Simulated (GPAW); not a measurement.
## Converging the plane-wave cutoff: Pb (Fm-3m, 1 atom in the cell)

```
Pb
1.0
    0.00000     2.46758     2.46758
    2.46758     0.00000     2.46758
    2.46758     2.46758     0.00000
Pb
1
Cartesian
  0.00000   0.00000   0.00000
```

Method: PBE, GPAW PAW datasets PBE (gpaw-data 1.0.1) (plane waves; GPAW 25.7.0).

Base settings: mode = pw; ecut = 600 eV; xc = PBE; kpts = 4 4 4; mesh shift (steps) = 0 0 0; occupations.name = methfessel-paxton; occupations.width = 0.1 eV; occupations.order = 0; nbands = -5; convergence.density = 1e-05 e/electron.

The second cell is the first with its lattice scaled by 0.98.

The mesh stays at the base's, so the ladder's end is converged at best in this setting alone.

Only quantities that move along the ladder and can be compared are tabulated.

The count of work is k-points × plane waves × bands × iterations; it is no time. 

The starting cell has typed, rounded lattice constants, without a prior relaxation at this level. Its lattice was rescaled by up to half a per cent. Without a gap this mesh is coarse (it stands for a supercell whose shortest vector is 14 Å).

```tsv
ecut	free energy less the last step's (meV/atom)	energy of the compressed cell less the first (meV/atom)	pressure (GPa)	count of work / last
210 eV	908.78	52.30	1.03	0.051
240 eV	864.39	44.72	-0.54	0.057
270 eV	708.53	61.56	-4.04	0.077
300 eV	517.38	43.74	-5.12	0.084
330 eV	327.54	40.71	-4.35	0.14
360 eV	189.39	48.12	-2.71	0.16
420 eV	51.07	39.15	0.16	0.15
480 eV	9.17	41.64	1.58	0.21
540 eV	1.12	41.70	1.99	0.28
600 eV	0.17	41.66	2.07	0.23
660 eV	0.17	41.66	2.07	0.31
720 eV	0.17	41.65	2.07	0.36
810 eV	0.05	41.65	2.07	0.40
900 eV	0.00	41.63	2.07	0.53
1050 eV	-0.01	41.64	2.07	0.63
1200 eV	-0.01	41.64	2.07	0.77
1440 eV	0.00	41.63	2.07	1.0
```

Coarsest ecut that holds the free energy within 0.5 meV/atom of the last step, with all finer ones: 600 eV, at 0.23 of the last step's count of work; the step before is off by 1.1 meV/atom.

Coarsest ecut that holds the pressure within 0.05 GPa of the last step, with all finer ones: 600 eV, at 0.23 of the last step's count of work; the step before is off by 0.08 GPa.

Coarsest ecut that holds the energy of the compressed cell less the first within 1 meV/atom of the last step, with all finer ones: 480 eV, at 0.21 of the last step's count of work; the step before is off by 2.5 meV/atom.

The energy difference between the two cells stays within 1 meV/atom of the last step's from 480 eV on, the total only from 600 eV on: much of the error is common to both cells and cancels.

At the lowest cutoff the pressure lies 1.0 GPa under the last step's, the usual sign of Pulay stress in an incomplete plane-wave basis.
